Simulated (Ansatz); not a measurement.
```
CELL_PARAMETERS angstrom
     11.00000     0.00000     0.00000
      0.00000    27.50000     0.00000
      0.00000     0.00000     4.36322
ATOMIC_POSITIONS crystal
  B  0.50000 0.21409 0.38548
  N  0.50000 0.24927 0.15977
  B  0.50000 0.24647 0.82526
  N  0.50000 0.20033 0.67123
  B  0.50000 0.29555 0.33091
  N  0.50000 0.34053 0.16181
  B  0.50000 0.33995 0.82868
  N  0.50000 0.29409 0.66339
  B  0.50000 0.38609 0.32923
  N  0.50000 0.43163 0.16205
  B  0.50000 0.43145 0.82897
  N  0.50000 0.38573 0.66213
  B  0.50000 0.47725 0.32900
  N  0.50000 0.52289 0.16209
  B  0.50000 0.52275 0.82900
  N  0.50000 0.47711 0.66209
  B  0.50000 0.56855 0.32897
  N  0.50000 0.61427 0.16213
  B  0.50000 0.61391 0.82923
  N  0.50000 0.56837 0.66205
  B  0.50000 0.66005 0.32868
  N  0.50000 0.70591 0.16339
  B  0.50000 0.70445 0.83091
  N  0.50000 0.65947 0.66181
  B  0.50000 0.75353 0.32526
  N  0.50000 0.79967 0.17123
  B  0.50000 0.78591 0.88548
  N  0.50000 0.75073 0.65977
```

Computed with PBE (plane waves to 420 eV, PAW; Ansatz, an electronic-structure program). Mesh 1×1×8. No spin polarisation. Isolated but for its images some 11 Å away. A hypothetical model. Symmetry and one short period hold its shape; lower forms weren't sought.

Q: Tabulate the two highest filled and two lowest empty levels along the axis, from the valence top.

A: 
```tsv
k (2π/c)	v2 (eV)	v1 (eV)	c1 (eV)	c2 (eV)
0.000	-0.07	0.00	4.50	4.51
0.042	-0.09	-0.02	4.51	4.55
0.083	-0.14	-0.09	4.53	4.57
0.125	-0.22	-0.19	4.54	4.57
0.167	-0.33	-0.30	4.54	4.56
0.208	-0.48	-0.40	4.52	4.53
0.250	-0.61	-0.51	4.48	4.49
0.292	-0.69	-0.62	4.43	4.43
0.333	-0.75	-0.74	4.37	4.37
0.375	-0.86	-0.78	4.31	4.31
0.417	-0.94	-0.82	4.26	4.26
0.458	-0.95	-0.87	4.23	4.23
0.500	-0.92	-0.92	4.22	4.22
```
